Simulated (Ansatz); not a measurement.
Band structure of KRuO3 (Pm-3m, 5 atoms in the cell).

```yaml
crystal:
  lattice:
    - [3.93928, 0.00000, 0.00000]
    - [0.00000, 3.93928, 0.00000]
    - [0.00000, 0.00000, 3.93928]
  atoms:
    - { symbol: K, position: [0.50000, 0.50000, 0.50000] }
    - { symbol: Ru, position: [0.00000, 0.00000, 0.00000] }
    - { symbol: O, position: [0.00000, 0.00000, 0.50000] }
    - { symbol: O, position: [0.50000, 0.00000, 0.00000] }
    - { symbol: O, position: [0.00000, 0.50000, 0.00000] }
```

Method of the run: PBEsol, PAW files made with PBE (plane waves; Ansatz, a program for electronic structure).

Settings: basis.ecutwfc = 30.9 Ry; kpoints.mp_grid.grid = 8 8 8; hamiltonian.xc = pbesol; hamiltonian.pseudopotentials = {kind: paw} (the program's default PAW files); scf.occupations.method = fermi_dirac; scf.occupations.width = 0.0037 Ry; kpoints.band_path.npoints = 8.

The starting cell comes from a database of computed structures (which also holds hypothetical and non-ambient phases and stackings), without a prior relaxation at this level. Spin polarisation is off; with an odd number of electrons in the cell that forces a metal, and a magnetic state may lie lower.

Levels in eV from the Fermi level, bands 19 to 26:
| point | 19 | 20 | 21 | 22 | 23 | 24 | 25 | 26 |
|---|---|---|---|---|---|---|---|---|
| Γ | -2.36 | -2.36 | -2.02 | -2.02 | -2.02 | -0.19 | -0.19 | 5.83 |
| X | -2.72 | -2.29 | -2.29 | -0.19 | 0.28 | 0.28 | 3.11 | 8.18 |
| M | -2.73 | -1.33 | 0.22 | 0.22 | 0.65 | 1.37 | 5.72 | 8.95 |
| R | -1.29 | -1.29 | 0.84 | 0.84 | 0.84 | 5.72 | 5.72 | 7.86 |

Bands cross the Fermi level along this path, so the cell is metallic at this level.

Keys are those of Ansatz 0.2.
